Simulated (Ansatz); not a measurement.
Levels about the gap of amorphous Al28O45W (74 atoms in a cell of 820 Å³, 3.36 g/cm³; zone centre alone, so wide bands show as single levels with stretches between that a denser mesh fills), at the geometry that PBE relaxed, where it gives -0.4 GPa on a denser mesh. The participation number counts the atoms over which a state spreads; weights are charges in smoothed Voronoi cells. The levels come from a single point, so bond lengths are those of that geometry. Method of the levels: PBE, scalar-relativistic without spin-orbit coupling (Ansatz, a quantum-chemistry and plane-wave program). Sampling: the zone centre alone; Fermi-Dirac width 0.02 eV; no spin polarisation. At PBE the levels at both edges of the gap are localised (band-tail or defect states), and the nearest spread-out levels lie 4.0 eV apart at the zone centre.

A CHGNet melt-quench gave the starting glass, which DFT then relaxed. O atoms were pushed apart under 1.9 Å during the dynamics, to hinder bonds among them. The hot cell started wider than the set density and was brought back towards it in steps. It is the lowest in DFT energy of 2 quenches. It is a model cell: composition and starting density were chosen by hand, and all elements were melted together. No dispersion term was used. Its density started from a set value of 3.36 and ended at 3.36 g/cm³. The simulated quench (nominally 340 K/ps over its main leg) is rapid and tends to freeze in more defects than a deposited or slowly cooled glass has. One small periodic cell is one sample of the glass; other quenches scatter about these values. The volume was held where the preparation left it and the shape relaxed, at a PBE pressure of -0.4 GPa (tension). Stress components on the final sampling reach 0.6 GPa.

```json
[
 {"E - E(highest filled), eV": "-0.60", "filling": "filled", "participation number": "16.4", "largest on": "O, 3 neighbours", "weight O": "0.95", "weight W": "0.00", "weight Al": "0.05"},
 {"E - E(highest filled), eV": "-0.54", "filling": "filled", "participation number": "15.4", "largest on": "O, 3 neighbours", "weight O": "0.95", "weight W": "0.01", "weight Al": "0.04"},
 {"E - E(highest filled), eV": "-0.49", "filling": "filled", "participation number": "20.5", "largest on": "O, 3 neighbours", "weight O": "0.96", "weight W": "0.00", "weight Al": "0.04"},
 {"E - E(highest filled), eV": "-0.48", "filling": "filled", "participation number": "10.4", "largest on": "O, 2 neighbours", "weight O": "0.95", "weight W": "0.00", "weight Al": "0.05"},
 {"E - E(highest filled), eV": "-0.42", "filling": "filled", "participation number": "18.3", "largest on": "O, 2 neighbours", "weight O": "0.95", "weight W": "0.00", "weight Al": "0.05"},
 {"E - E(highest filled), eV": "-0.19", "filling": "filled", "participation number": "4.2", "largest on": "O, 2 neighbours", "weight O": "0.95", "weight W": "0.00", "weight Al": "0.05"},
 {"E - E(highest filled), eV": "0.00", "filling": "filled", "participation number": "5.2", "largest on": "O, 3 neighbours", "weight O": "0.95", "weight W": "0.00", "weight Al": "0.05"},
 {"E - E(highest filled), eV": "2.65", "filling": "empty", "participation number": "3.2", "largest on": "W, 6 neighbours", "weight O": "0.39", "weight W": "0.53", "weight Al": "0.08"},
 {"E - E(highest filled), eV": "2.94", "filling": "empty", "participation number": "3.1", "largest on": "W, 6 neighbours", "weight O": "0.41", "weight W": "0.54", "weight Al": "0.05"},
 {"E - E(highest filled), eV": "3.18", "filling": "empty", "participation number": "3.1", "largest on": "W, 6 neighbours", "weight O": "0.42", "weight W": "0.54", "weight Al": "0.04"},
 {"E - E(highest filled), eV": "3.56", "filling": "empty", "participation number": "57.2", "largest on": "O, 3 neighbours", "weight O": "0.58", "weight W": "0.03", "weight Al": "0.39"},
 {"E - E(highest filled), eV": "5.28", "filling": "empty", "participation number": "21.3", "largest on": "Al, 4 neighbours", "weight O": "0.58", "weight W": "0.01", "weight Al": "0.41"},
 {"E - E(highest filled), eV": "5.52", "filling": "empty", "participation number": "19.9", "largest on": "Al, 5 neighbours", "weight O": "0.56", "weight W": "0.02", "weight Al": "0.41"}
]
```

Most localised among these is the empty level at +2.94 eV, on a W atom, which has 6 neighbours (O 1.81 Å, O 1.84 Å, O 1.88 Å, O 1.95 Å, O 2.08 Å, O 2.21 Å).
